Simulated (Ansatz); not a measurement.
Here is the system:

```xyz
6
Lattice="4.1300 0.0000 0.0000 0.0000 4.1549 0.0000 0.0000 0.0000 2.6615" Properties=species:S:1:pos:R:3 pbc="T T T"
Si     0.0000     0.0000     0.0000
Si     2.0650     2.0774     1.3307
O      1.2555     1.2739     0.0000
O      3.3205     0.8035     1.3307
O      0.8095     3.3514     1.3307
O      2.8745     2.8810     0.0000
```

No spin polarisation.

Calculations: plane-wave PAW DFT at the LDA level (Ansatz, a first-principles code, 420 eV), scalar-relativistic without spin-orbit coupling. k-mesh 8×8×12 (Γ-centred); smearing 0.05 eV (Fermi–Dirac).

**Question.** Predict the electron mass and stress.

**Answer.** 
* **Electron mass**: 0.40 mₑ along z, 0.53 mₑ across (at Γ)
* **Stress (xx, yy, zz, yz, xz, xy; compression positive)**: (2.73, 1.37, 1.16, 0.00, 0.00, 0.00) GPa

The levels and masses belong to the bands next to the band gap. The cells carry an imposed strain or load. Masses are band curvatures over ±0.01 Å⁻¹ around the edge. Whether these cells are dynamically stable was not tested. The cell was made from SiO₂ in the rutile structure (space group P4_2/mnm, No. 136) by this change: uniaxial strain ε_xx = −0.60 %.
